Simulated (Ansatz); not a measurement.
Crystal: CaO (Fm-3m, rock salt, 2 atoms a cell, 13.9 Å³ an atom); planes in its conventional cell.

All values below come from r2SCAN (plane waves, PAW; Ansatz, an electronic-structure program).

No gap correction and no spin-orbit coupling; mid-gap values are interpolated between computed energies.

```json
[
 {"plane": "(111)", "area of the cell (Å²)": "10.0", "mid-gap κ (1/Å)": "0.39", "largest κ in the gap (1/Å)": "0.39"},
 {"plane": "(001)", "area of the cell (Å²)": "11.6", "mid-gap κ (1/Å)": "[?]", "largest κ in the gap (1/Å)": "[?]"},
 {"plane": "(110)", "area of the cell (Å²)": "16.3", "mid-gap κ (1/Å)": "[?]", "largest κ in the gap (1/Å)": "[?]"}
]
```

Problem. The slowest decay depends on the direction. Supply the withheld values.

Solution. 
- (001), mid-gap κ (1/Å): 0.32
- (001), largest κ in the gap (1/Å): 0.33
- (110), mid-gap κ (1/Å): 0.36
- (110), largest κ in the gap (1/Å): 0.37
